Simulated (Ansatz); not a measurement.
Take MgO in the rock salt structure (space group Fm-3m, No. 225; a = 4.2149 Å) as the base. Axes: x, y, z lie along the cube axes.

Computed with PBEsol (Ansatz, a program for electronic structure; PAW; 420 eV plane waves; scalar-relativistic without spin-orbit coupling), earlier PAW set.

Base values:

```
Property                            Result
---------------------  -------------------
Band gap                           4.62 eV
Valence-band top at Γ  0.00, 0.00, 0.00 eV
```

It is then changed as follows: the cell is compressed by 2.66 % along x with no lateral relaxation, atoms relaxed at fixed cell.

Question: What does the calculation give for the band gap after the change?

Answer: The band gap grows by 0.24 eV (4.62 eV → 4.86 eV).

Question: What happens to the valence-band top at Γ?

Answer: The valence-band top at Γ (three highest levels, from the VBM) goes from 0.00, 0.00, 0.00 eV to 0.00, 0.00, -0.06 eV.

Question: Predict the new stress.

Answer: The stress (xx, yy, zz, yz, xz, xy; compression positive) is (9.19, 2.53, 2.53, 0.00, 0.00, 0.00) GPa.

The cells carry an imposed strain or load. Semilocal Kohn–Sham gaps tend to fall short of experiment. No phonon test of stability was made.
